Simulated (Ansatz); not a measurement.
## What x(Mo) = 0.5, 12 atoms, Pmmm does to NbPS

The reference is NbPS (space group Immm, No. 71; a = 3.397 Å, b = 4.687 Å, c = 11.900 Å).

The other end (x = 1) is MoPS (space group Immm, No. 71; a hypothetical phase, not in the database extracts checked): 14.67 Å³/atom, gap zero; this end may not be an ambient phase.

Modification: Mo replaces 50.0 % of the Nb, ordered in a cell of 12 atoms (starting symmetry Pmmm) and fully relaxed.

Level of theory: PBEsol (Ansatz, an electronic-structure program, PAW, no SOC). Γ-centred 14×10×4 mesh, Fermi–Dirac width 0.05 eV, for the changed cell.

- Volume per atom = 15.24 Å³ (base 15.79 Å³)
- Density = 5.72 g/cm³ (base 5.47 g/cm³)
- Shortest interatomic distance = 2.201 Å (base 2.224 Å)
- Band gap = zero (base zero)
- Mixing energy = +0.01 eV/atom (to 0.01 eV only: unlike meshes or grids) (against an end that may be hypothetical)
- Deviation of the volume from the linear (Vegard-type) interpolation = +0.1 %

Cost of the whole job for the changed cell (relaxation, final SCF and bands): roughly 13 core-minutes.

Each cell is one ordered arrangement of few atoms, which overstates ordering effects compared with a random alloy. Whether these cells are dynamically stable was not tested. All final runs are without spin polarisation. NbMoP2S2 and MoPS have a high density of states at the Fermi level and may be magnetic at this level.
